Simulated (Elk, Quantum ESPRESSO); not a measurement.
One structure in several programs: CsHoO2 (P6_3/mmc, 8 atoms in the cell)

Self-consistent single point, at a second geometry (lattice scaled by 0.98). First geometry:

```yaml
crystal:
  lattice:
    - [3.52622, 0.00000, 0.00000]
    - [-1.76311, 3.05379, 0.00000]
    - [0.00000, 0.00000, 13.71365]
  atoms:
    - { symbol: Cs, position: [0.33333, 0.66667, 0.75000] }
    - { symbol: Cs, position: [0.66667, 0.33333, 0.25000] }
    - { symbol: Ho, position: [0.00000, 0.00000, 0.00000], spin: 4.0 }
    - { symbol: Ho, position: [0.00000, 0.00000, 0.50000], spin: 4.0 }
    - { symbol: O, position: [0.33333, 0.66667, 0.41828] }
    - { symbol: O, position: [0.66667, 0.33333, 0.58172] }
    - { symbol: O, position: [0.66667, 0.33333, 0.91828] }
    - { symbol: O, position: [0.33333, 0.66667, 0.08172] }
```
(The spins are starting values, not results.)

Shared settings, as Quantum ESPRESSO writes them: occupations = smearing; smearing = fermi-dirac; degauss = 0.000734986 Ry; nspin = 2; K_POINTS = automatic 5 5 1 0 0 0. Potentials and cutoffs stand in the table.

```
code                                                                                 model  ΔF from the first geometry (meV/atom)  size of the net moment (μB/atom)    cutoff
----------------  ------------------------------------------------------------------------  -------------------------------------  --------------------------------  --------
Elk               PBEsol, all-electron FP-LAPW, Elk's shipped species files, LAPW+lo basis                                   -6.6                              1.00  rgkmax 8
Quantum ESPRESSO                      PBEsol, SSSP 1.1.2 efficiency (PBE) pseudopotentials                                    2.3                              1.00     55 Ry
```

On Elk's run: spin-orbit coupling is off. The magnetic order is the one reached from the typed start; others were not searched systematically. With U or open f shells several self-consistent states can exist. The f electrons are in the valence without U or exact exchange, which can misplace them near the Fermi level. Spin-orbit terms, which matter for f shells, are left out.

The spread over the programs that give each value: ΔF from the first geometry within 8.9 meV/atom; size of the net moment within 0.00 μB/atom.

Elk treats all electrons, but the usual bases taken here (sphere radii, linearisation, local orbitals, empty states) were not tested for convergence, so the values are no reference for the others.

The starting cell comes from a database of computed structures (which also holds hypothetical and non-ambient phases and stackings), without a prior relaxation at this level. Its lattice was rescaled by a random factor within 2.5 % of one. For this run, on top of that: lattice scaled by 0.98.

Left out of this page: Ansatz (with a known weakness of the program).
